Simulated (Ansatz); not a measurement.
Levels about the gap of amorphous In9Ga9Zn9O38Si (66 atoms in a cell of 839 Å³, 5.71 g/cm³; zone centre alone, so wide bands show as single levels with stretches between that a denser mesh fills), at the geometry that PBE relaxed, where it gives 1.7 GPa on a denser mesh. Exact exchange is cut at the faces of this small cell, which leaves a finite-size error. The participation number counts the atoms over which a state spreads; weights are charges in smoothed Voronoi cells. The levels come from a single point, so bond lengths are those of that geometry. Method of the levels: HSE06, scalar-relativistic without spin-orbit coupling (Ansatz, a first-principles code). Sampling: the zone centre alone; Fermi-Dirac width 0.02 eV; no spin polarisation. At PBE the levels at the filled edge of the gap are localised (band-tail or defect states).

It comes from a melt-quench run on a machine-learned potential (CHGNet), relaxed afterwards by DFT. O atoms were pushed apart under 1.9 Å during the dynamics, to hinder bonds among them. The hot cell started wider than the set density and was brought back towards it in steps. It is the lowest in DFT energy of 2 quenches. It is a model cell: composition and starting density were chosen by hand, and all elements were melted together. No dispersion term was used. Its density started from a set value of 5.71 and ended at 5.71 g/cm³. The simulated quench (nominally 210 K/ps over its main leg) is rapid and tends to freeze in more defects than a deposited or slowly cooled glass has. Values belong to this one cell and scatter from quench to quench. The volume was held where the preparation left it and the shape relaxed, at a PBE pressure of 1.7 GPa. Stress components on the final sampling reach 1.8 GPa.

| E - E(highest filled), eV | filling | participation number | largest on | weight O | weight In | weight Zn | weight Ga |
|---|---|---|---|---|---|---|---|
| -0.72 | filled | 22.9 | O, 3 neighbours | 0.90 | 0.02 | 0.06 | 0.02 |
| -0.67 | filled | 19.6 | O, 2 neighbours | 0.86 | 0.02 | 0.10 | 0.02 |
| -0.62 | filled | 12.6 | O, 3 neighbours | 0.88 | 0.03 | 0.07 | 0.02 |
| -0.48 | filled | 14.0 | O, 3 neighbours | 0.86 | 0.03 | 0.10 | 0.01 |
| -0.27 | filled | 5.1 | O, 4 neighbours | 0.85 | 0.02 | 0.12 | 0.01 |
| -0.24 | filled | 13.1 | O, 3 neighbours | 0.82 | 0.01 | 0.15 | 0.01 |
| 0.00 | filled | 9.1 | O, 4 neighbours | 0.83 | 0.01 | 0.15 | 0.01 |
| 2.16 | empty | 55.4 | In, 4 neighbours | 0.51 | 0.24 | 0.12 | 0.12 |
| 4.74 | empty | 16.7 | In, 4 neighbours | 0.56 | 0.35 | 0.05 | 0.04 |
| 4.88 | empty | 28.5 | In, 5 neighbours | 0.56 | 0.35 | 0.03 | 0.05 |
| 5.09 | empty | 30.1 | In, 6 neighbours | 0.56 | 0.26 | 0.08 | 0.10 |
| 5.40 | empty | 37.3 | Ga, 5 neighbours | 0.55 | 0.17 | 0.13 | 0.15 |
| 5.57 | empty | 30.2 | In, 5 neighbours | 0.55 | 0.31 | 0.05 | 0.08 |
| 5.73 | empty | 40.9 | In, 5 neighbours | 0.58 | 0.24 | 0.09 | 0.10 |

Most localised among these is the filled level at -0.27 eV, on a O atom, which has 4 neighbours (Zn 1.98 Å, Zn 2.07 Å, In 2.10 Å, Zn 2.12 Å).
